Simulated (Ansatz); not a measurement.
```xyz
5
Lattice="5.3463 0.0000 0.0000 0.0000 5.3463 0.0000 0.0000 0.0000 5.3463" Properties=species:S:1:pos:R:3 pbc="T T T"
Ba     0.0000     2.6731     2.6731
Ba     2.6731     0.0000     2.6731
Ba     2.6731     2.6731     0.0000
As     0.0000     0.0000     0.0000
N      2.6731     2.6731     2.6731
```

Q: The LDA or GGA of the relaxation leaves this crystal with little or no gap. Does r2SCAN (Ansatz, a program for electronic structure) open one on the same cell?

A: Yes, about 0.13 eV on the k mesh, so it isn't safe to treat it as a metal; spin-orbit coupling, left out here, can close a gap of this size with elements this heavy.

Spin-orbit coupling is left out.

Computed structure with no diffraction record at hand here (it may be known, metastable or hypothetical): Ba3AsN (Pm-3m).
